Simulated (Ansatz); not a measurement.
Functionals compared on the (100) surface of rock-salt TiN, Ta on all Ti sites of the second plane (bottom of the slab: a bare face, its two planes held), in Ansatz (plane waves, PAW). The structure was relaxed with PBE; the other rows are single points on it. Cutoff 420 eV (500 eV for r2SCAN).

Slab: 12 atoms, 10.7 Å thick at the start with caps and adatoms (thin: gaps and levels are the slab's own); k 12x12x1, smearing 0.1 eV, dipole-corrected; 4 atoms held, the rest relaxed; start symmetry kept, larger cells not searched; no spin, no spin-orbit, no U. In PBE it lies 0.30 eV a 1x1 cell over the lowest computed structure of the same composition (Ta on all Ti sites of the top plane). These notes are the PBE run's.

| functional | work function of the top face (eV) | rough cost of the single point |
|---|---|---|
| PBE | 3.04 | – |
| r2SCAN | 2.95 | very roughly 60 core-seconds |

Ansatz is a program for electronic structure.
